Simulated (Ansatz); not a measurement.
The starting structures come from a database of crystals and need not be the phases stable at ambient conditions.

Tunnelling through a barrier is set by its complex band structure: the current falls as exp(−2κd) with the smallest κ.

Consider the following.

```yaml
crystal:
  lattice:
    - [6.20505, 0.00000, 0.00000]
    - [0.00000, 6.32175, 0.00000]
    - [0.00000, 0.00000, 7.66154]
  atoms:
    - { symbol: Cu, position: [0.99026, 0.18524, 0.24742] }
    - { symbol: Cu, position: [0.49026, 0.81476, 0.25258] }
    - { symbol: Cu, position: [0.99026, 0.18524, 0.75258] }
    - { symbol: Cu, position: [0.49026, 0.81476, 0.74742] }
    - { symbol: Ag, position: [0.99538, 0.64720, 0.50000] }
    - { symbol: Ag, position: [0.49538, 0.35280, 0.00000] }
    - { symbol: P, position: [0.49940, 0.31254, 0.50000] }
    - { symbol: P, position: [0.99940, 0.68746, 0.00000] }
    - { symbol: S, position: [0.62192, 0.16004, 0.27874] }
    - { symbol: S, position: [0.12192, 0.83996, 0.22126] }
    - { symbol: S, position: [0.62192, 0.16004, 0.72126] }
    - { symbol: S, position: [0.12192, 0.83996, 0.77874] }
    - { symbol: S, position: [0.16346, 0.28029, 0.50000] }
    - { symbol: S, position: [0.66346, 0.71971, 0.00000] }
    - { symbol: S, position: [0.58883, 0.63183, 0.50000] }
    - { symbol: S, position: [0.08883, 0.36817, 0.00000] }
```

Space group of this cell: Pmn2_1. The cell is taken as given; by r2SCAN its mean pressure is -1.5 GPa.

Transport runs along the normal of the first two printed cell vectors.

No gap correction and no spin-orbit coupling; mid-gap values are interpolated between computed energies.

Problem. Predict the band gap and the smallest decay constant κ at mid-gap from r2SCAN (Ansatz, a first-principles code).

Solution. Gap 1.41 eV on a 6×6×4 mesh; κ = 0.155 1/Å, at the zone centre.
